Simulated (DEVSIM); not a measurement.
Structure: double heterostructure, In0.53Ga0.47As between p- and n-type InP, at 300 K.

```csv
layer (left to right),material,thickness (μm),Nd (cm⁻³),Na (cm⁻³),τn (s),τp (s)
1,InP,0.640,-,3.1e17,7.6e-10,7.6e-10
2,In0.53Ga0.47As,0.140,3.3e14,-,7.6e-10,7.6e-10
3,InP,0.290,1.2e17,-,7.6e-10,7.6e-10
```

Left contact: ohmic. Right contact: ohmic. Voltage is applied to the left contact. Recombination: SRH at mid-gap, radiative, Auger. Mobility is μmin + (μ − μmin)/(1 + (N/Nref)^α).

Constants are typed, rounded textbook-type inputs, not results; the design itself was drawn at random and stands for no fabricated device. Values at 300 K.

| parameter | InP | In0.53Ga0.47As |
|---|---|---|
| gap (eV) | 1.344 | 0.74 |
| affinity (eV) | 4.38 | 4.51 |
| permittivity | 12.5 | 13.9 |
| Nc (cm⁻³) | 5.7e17 | 2.1e17 |
| Nv (cm⁻³) | 1.1e19 | 7.7e18 |
| μn (cm²/Vs) | 5200 | 12000 |
| μp (cm²/Vs) | 170 | 300 |
| μn,min | 400 | 300 |
| μp,min | 10 | 10 |
| Nref,n | 3e17 | 1.3e17 |
| Nref,p | 4.9e17 | 4.9e17 |
| αn | 0.47 | 0.48 |
| αp | 0.62 | 0.4 |
| B (cm³/s) | 1.2e-10 | 9.6e-11 |
| Cn (cm⁶/s) | 9e-31 | 5e-29 |
| Cp (cm⁶/s) | 9e-31 | 5e-29 |

Model (solved in DEVSIM): 1D drift-diffusion, Boltzmann statistics, complete ionisation; no tunnelling, impact ionisation, image-force lowering or self-heating. Band offsets follow the typed affinities; no thermionic-emission limit at abrupt steps, no polarisation charge.

### Question
Tabulate band edges, carrier densities and field at 0.7 V on the left contact.

### Answer
Energies count from the Fermi level of the right contact; mesh points crowd at the junctions.

```tsv
x (μm)	Ec (eV)	Ev (eV)	n (cm⁻³)	p (cm⁻³)	field (V/cm)
0.000	0.552	-0.792	< 1e2	3.1e17	≈ 0
0.007415	0.552	-0.792	3700000	3.1e17	≈ 0
0.02611	0.552	-0.792	1.3e7	3.1e17	≈ 0
0.07322	0.552	-0.792	3.6e7	3.1e17	≈ 0
0.2560	0.552	-0.792	1.3e8	3.1e17	≈ 0
0.4808	0.552	-0.792	2.4e8	3.1e17	≈ 0
0.5798	0.552	-0.792	2.9e8	3.0e17	-560
0.6254	0.458	-0.886	1.2e10	8.1e15	-79000
0.6371	0.335	-1.009	1.4e12	5.1e13	-130000
0.6427	0.139	-0.601	9.6e14	9.1e17	-76000
0.6536	0.092	-0.648	5.9e15	1.5e17	-25000
0.6935	0.055	-0.685	2.5e16	3.4e16	-2700
0.7442	0.043	-0.697	3.9e16	2.2e16	-4300
0.7681	0.022	-0.718	9.0e16	9.6e15	-17000
0.7799	-0.008	-0.748	2.9e17	3.0e15	-41000
0.7869	0.095	-1.249	1.5e16	1.6e7	-33000
0.8032	0.058	-1.286	6.0e16	3900000	-13000
0.8449	0.041	-1.303	1.2e17	1700000	-540
0.9778	0.040	-1.304	1.2e17	660000	≈ 0
1.036	0.040	-1.304	1.2e17	250000	≈ 0
1.059	0.040	-1.304	1.2e17	78000	≈ 0
1.070	0.040	-1.304	1.2e17	< 1e2	≈ 0
```
